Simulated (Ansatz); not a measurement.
The starting structures come from a database of crystals and need not be the phases stable at ambient conditions.

Inside the gap of an insulator the Bloch states are evanescent, with a wavenumber k + iκ along the transport direction.

```xyz
10
Lattice="3.6421 0.0000 0.0000 0.0000 5.7156 0.0000 0.0000 -2.4863 7.5355" Properties=species:S:1:pos:R:3 pbc="T T T"
Y      0.9105     3.0160     3.0123
Y      2.7316     0.2133     4.5232
W      0.9105     3.0177     6.1764
W      2.7316     0.2116     1.3591
N      2.7316     4.5258     2.5368
N      0.9105    -1.2965     4.9987
N      2.7316     1.5841     2.6112
N      0.9105     1.6451     4.9243
N      0.9105     0.5353     0.6798
N      2.7316     2.6940     6.8557
```

Space group of this cell: P2_1/m. The cell is taken as given; by PBEsol its mean pressure is -3.0 GPa.

Transport runs along the normal of the first two printed cell vectors.

The gap is the functional's own, uncorrected, and κ follows it; spin-orbit coupling is left out. Mid-gap values are interpolated between the computed energies.

Estimate the band gap and the smallest decay constant κ at mid-gap that PBEsol in Ansatz (an electronic-structure program) returns for this system.

Gap 1.39 eV on a 8×6×4 mesh; κ = 0.306 1/Å, at the zone centre.
